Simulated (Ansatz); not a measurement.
Functionals compared on NH2 on the 1x1 (100) surface of monoclinic ZrO2 (cut with top plane 2 O), one in a 1x1 cell, started at the site 'over Zr at depth 1.1 Å', in Ansatz (plane waves, PAW). The structure was relaxed with PBE; the other rows are single points on it, each with its references at the same level. Cutoff 420 eV (500 eV for r2SCAN). The points keep PBE's geometry, so the relaxation of a polaron and the settling of charge on one site are left out. HSE06 used the coarser mesh 3x3x1.

Host crystal: monoclinic ZrO2, with a band gap (PBE, scalar-relativistic without spin-orbit coupling).

Set-up: 27 atoms, 9.4 Å thick at the start under the adsorbate (thin: gaps and levels are the slab's own); mesh 4x4x1; 0.01 eV smearing; dipole correction on; 12 atoms held, the rest relaxed; no symmetry held; spin-polarised, ending with about 1.0 μB a cell; orders that need a larger cell were not tried, no spin-orbit, no U, no dispersion correction. It is one chosen start, not shown to be the lowest state of the adsorbate. These notes are the PBE run's. r2SCAN: The program's check for a lower electronic state was not made. HSE06: The program's check for a lower electronic state was not made. Adsorption energies are against NH3(g) − ½ H2(g). A negative adsorption energy means that the adsorbate is more stable on the surface than in its reference.

A dash marks a value that is undefined for that row or was read on another mesh.

```
functional  adsorption energy (eV)  gap of the slab on its k-mesh (eV)  highest filled level below the top vacuum level (eV)  magnetic moment of the cell (μB)
----------  ----------------------  ----------------------------------  ----------------------------------------------------  --------------------------------
PBE                           1.38                                0.38                                                  5.72                              1.00
RPBE                          1.53                                0.42                                                  5.57                              1.00
r2SCAN                         [?]                                 [?]                                                   [?]                              1.00
HSE06                         1.36                                   –                                                     –                              1.00
```

Task: Fill in the missing entries.

Result: 
- r2SCAN, adsorption energy (eV): 1.09
- r2SCAN, gap of the slab on its k-mesh (eV): 1.04
- r2SCAN, highest filled level below the top vacuum level (eV): 5.77

Ansatz is a first-principles code.
